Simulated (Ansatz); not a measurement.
## rock-salt VN (1 1 1) on corundum (0 0 1) (film strained to the substrate, faces as cut)

A periodic stack without vacuum, rock-salt VN (1 1 1) on corundum (0 0 1) (film strained to the substrate, faces as cut): substrate slab Al12O18, film N12V12, surface cells [[1, 0], [0, 1]] and [[1, -2], [1, 1]], film strained by -4.6 and -4.6 %, faces Al/Al and N/V as cut (like faces can put a slab off its formula).

The start was prepared with a machine-learned potential, and the result is one local minimum, with the in-plane cell held and forces under 0.04 eV/Å; the film can end far from its bulk form.

Method: PBE (plane waves to 420 eV, PAW; Ansatz, an electronic-structure program). Scalar-relativistic, without spin–orbit coupling; the runs are not spin-polarised; PBE gaps are too small against experiment. Its k-point mesh 6×6×1, Fermi–Dirac width 0.05 eV.

The interface area is 20.0 Å² and the period is 24.23 Å. The gaps between the outermost planes at the two interfaces is 1.97 and 2.06 Å and the Al–V contacts across the interfaces within 1.22 times the sum of covalent radii is 4, mean 2.79 Å. The O–V contacts across the interfaces within 1.22 times the sum of covalent radii is 3, mean 2.18 Å and the Al–N contacts across the interfaces within 1.22 times the sum of covalent radii comes out as 1, mean 1.97 Å.

```
CELL_PARAMETERS angstrom
      4.80719     0.00030     0.12242
     -2.40345     4.16432    -0.07699
     -0.52200    -0.10285    24.22808
ATOMIC_POSITIONS crystal
  Al 0.12787 0.00475 0.11229
  Al 0.79302 0.33375 0.05594
  Al 0.46145 0.67060 0.10125
  Al 0.79496 0.34159 0.19035
  O  0.80324 0.97610 0.06030
  O  0.42716 0.32792 0.06024
  O  0.77338 0.66712 0.14881
  O  0.46751 0.99104 0.14862
  O  0.14400 0.36144 0.14882
  O  0.15311 0.70162 0.06013
  Al 0.79495 0.34660 0.30242
  Al 0.46153 0.67557 0.21178
  Al 0.12834 0.01224 0.28006
  Al 0.46186 0.68316 0.37043
  O  0.48593 0.34047 0.24038
  O  0.10095 0.65302 0.24035
  O  0.43265 0.00954 0.33071
  O  0.13346 0.32391 0.33070
  O  0.81922 0.71040 0.33073
  O  0.79816 0.03785 0.24033
  Al 0.46228 0.68844 0.47846
  Al 0.12849 0.01749 0.39230
  Al 0.79529 0.35444 0.46780
  Al 0.12888 0.02446 0.53624
  O  0.15013 0.67897 0.42151
  O  0.76729 0.99761 0.42145
  O  0.11958 0.36059 0.51146
  O  0.79152 0.67639 0.51130
  O  0.47597 0.03286 0.51143
  O  0.46849 0.38023 0.42146
  N  0.46011 0.64806 0.62522
  N  0.12484 0.99794 0.61747
  N  0.78975 0.31423 0.62504
  N  0.43752 0.97261 0.71655
  N  0.12548 0.32923 0.71991
  N  0.81014 0.66242 0.71847
  N  0.46712 0.34794 0.82129
  N  0.11966 0.64972 0.82245
  N  0.80879 0.00275 0.82160
  N  0.46235 0.67675 0.92475
  N  0.13735 0.99755 0.92419
  N  0.79021 0.32677 0.92292
  V  0.46236 0.32504 0.66991
  V  0.12693 0.66645 0.65120
  V  0.78707 0.99330 0.66855
  V  0.46905 0.67109 0.76666
  V  0.13898 0.99769 0.76990
  V  0.77847 0.31253 0.76593
  V  0.46781 0.00584 0.86405
  V  0.13549 0.33406 0.87509
  V  0.79409 0.66800 0.87390
  V  0.45999 0.33461 0.96976
  V  0.12407 0.66241 0.97105
  V  0.80019 0.99759 0.97003
```
